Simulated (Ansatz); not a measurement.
An Ansatz (a quantum-chemistry and plane-wave program) input for Ta(As,P) alloy cell Ta2AsP (NbAs type start):

Ansatz 0.2 input:
```yaml
crystal:
  lattice:
    - [1.700753063, -1.698175457, -5.818234912]
    - [-6.80305868, 0.000168843, -0.000063191]
    - [-0.000168974, 6.79289752, -0.000106725]
  atoms:
    - { symbol: Ta, position: [0.002177592, 0.263506468, 0.745356968] }
    - { symbol: Ta, position: [0.005438366, 0.738285838, 0.746258482] }
    - { symbol: Ta, position: [0.00931461, 0.254755798, 0.25819548] }
    - { symbol: Ta, position: [0.010468593, 0.750100138, 0.258161113] }
    - { symbol: Ta, position: [0.497004745, 0.129427658, 0.863246372] }
    - { symbol: Ta, position: [0.489762831, 0.618096256, 0.869536927] }
    - { symbol: Ta, position: [0.495163303, 0.129483847, 0.384574925] }
    - { symbol: Ta, position: [0.490095858, 0.617397016, 0.375351629] }
    - { symbol: P, position: [0.161941251, 0.040701589, 0.544439101] }
    - { symbol: P, position: [0.167434891, 0.5413899, 0.539958631] }
    - { symbol: As, position: [0.16434219, 0.041140671, 0.036982164] }
    - { symbol: P, position: [0.165034902, 0.540752176, 0.042938498] }
    - { symbol: As, position: [0.667212448, 0.415930192, 0.166552075] }
    - { symbol: As, position: [0.665270995, 0.916656594, 0.167088473] }
    - { symbol: P, position: [0.665130766, 0.419561777, 0.665971135] }
    - { symbol: As, position: [0.672206652, 0.914814081, 0.667388025] }
basis:
  ecutwfc: 420
  ecutrho_ratio: 4
  xc_grid: 2
kpoints:
  mp_grid: { grid: [5, 5, 5] }
hamiltonian:
  xc: pbe
  dispersion: none
  pseudopotentials: { kind: paw }
scf:
  n_extra_bands: 29
  occupations: { method: fermi_dirac, width: 0.05 }
output:
  forces: true
  stress: true
relax:
  f_tol: 0.03
  max_steps: 90
  cell: { stress_tol: 0.15 }
```

The numbers are results of PBE (plane waves to 420 eV, PAW; Ansatz), not measurements. Scalar-relativistic, without spin–orbit coupling; the runs are not spin-polarised. Its k-point mesh 5×5×5, Fermi–Dirac width 0.05 eV.

### Question
What does the end of the output print (band table and long remarks left out, numbers rounded to eight decimals)?

### Answer
```
SCF converged after 7 iterations
Free energy (F): -101917.212597 eV
Harris-Foulkes:  -101917.212597 eV  (|F-HF|=0.00e0)
Internal energy: -101917.195804 eV  (E = F + TS)
E sigma→0 (E₀):  -101917.204201 eV
Entropy (-TS):   -0.016793 eV (-1.050 meV/atom)
Fermi energy:    16.375356 eV
--- Per-component energies (eV) ---
  E_band       = -1570.452053
  E_kinetic    = 3642.499894
  E_local      = -12036.788232  (includes V_loc(G=0)·N_el)
  E_nonlocal   = -2431.489459
  E_hartree    = 5740.084741
  E_xc         = -2323.616810
  E_vxc        = -2210.727153  (∫ρ·V_xc dr)
  E_paw        = -76795.773172  (= ΣΔE_a)
  E_vpaw       = -14.117838  (= ΣTr[D̂ρ^β])
  E_aug_tail   = 0.001255  (compensation charges beyond the density's cutoff)
  E_ewald      = -17712.114021
  E_smearing   = -0.016793  (= −TS)
  E_closure    = 0.000000  (closes the sum)
  Σ components = -101917.212597   (vs F -101917.212597, Δ=0.00e0)
--- Forces (eV/Å), atoms counted from 1 ---
  atom   1  Ta     0.01838063     0.00365434    -0.00334104
  atom   2  Ta    -0.02031910     0.00323990    -0.00460065
  atom   3  Ta     0.00576805    -0.00986656     0.00176791
  atom   4  Ta     0.00135093    -0.00596850     0.00604304
  atom   5  Ta     0.00566768     0.00770367    -0.01109856
  atom   6  Ta     0.00101832    -0.00836949     0.01527396
  atom   7  Ta     0.00520405    -0.00102193     0.01220653
  atom   8  Ta     0.00204715     0.00063691    -0.00191350
  atom   9  P     -0.00434551    -0.00369633     0.00999343
  atom  10  P      0.00045123     0.00539295    -0.00730158
  atom  11  As    -0.00165666    -0.00044335     0.00658045
  atom  12  P      0.00104629     0.00323827    -0.00016109
  atom  13  As    -0.00361637     0.00510675    -0.01063459
  atom  14  As    -0.00882624     0.00214220    -0.00387676
  atom  15  P     -0.00413286     0.00242460     0.00037158
  atom  16  As     0.00196244    -0.00417342    -0.00930912
  max |Σ_I F_I| component: 1.89e-8 eV/Å
--- Stress (GPa, compression-positive) ---
       -0.042197       0.001944       0.002016
        0.001944      -0.067263      -0.002021
        0.002016      -0.002021      -0.116017
  P = ⅓ Tr σ = -0.0752 GPa (-0.752 kbar)
--- Relaxed structure (3 steps of the walk, 2 accepted, 1 SCFs on fresh bases) ---
  F+E_penalty+E_count = -101917.21259737 eV   max|allowed force component| = 2.032e-2 eV/Å   (the final SCF, on the basis selected at the relaxed cell)
  cell:  # Å, volume = 267.7486 Å³
    - [1.70374268, -1.69340890, -5.78784328]
    - [-6.82038041, 0.00016287, -0.00162899]
    - [-0.00016372, 6.78152496, -0.00235027]
  atoms:
    - { symbol: Ta, position: [0.00139614, 0.25950737, 0.74611478] }
    - { symbol: Ta, position: [0.00337389, 0.74134320, 0.74646455] }
    - { symbol: Ta, position: [0.00734508, 0.25465896, 0.25687000] }
    - { symbol: Ta, position: [0.00814918, 0.74903484, 0.25712109] }
    - { symbol: Ta, position: [0.49864022, 0.12960514, 0.86550913] }
    - { symbol: Ta, position: [0.49339902, 0.61902149, 0.86996939] }
    - { symbol: Ta, position: [0.49712170, 0.12928963, 0.38297803] }
    - { symbol: Ta, position: [0.49292593, 0.61875233, 0.37642890] }
    - { symbol: P, position: [0.16408382, 0.04123944, 0.54300086] }
    - { symbol: P, position: [0.16692860, 0.54128285, 0.54135693] }
    - { symbol: As, position: [0.16565256, 0.04161322, 0.03925481] }
    - { symbol: P, position: [0.16510558, 0.54075242, 0.04178644] }
    - { symbol: As, position: [0.66642158, 0.41619025, 0.16651291] }
    - { symbol: As, position: [0.66412171, 0.91654650, 0.16622493] }
    - { symbol: P, position: [0.66519271, 0.41814651, 0.66585260] }
    - { symbol: As, position: [0.66814227, 0.91501584, 0.66655466] }
```

Cost: around 11 core-minutes (rough).
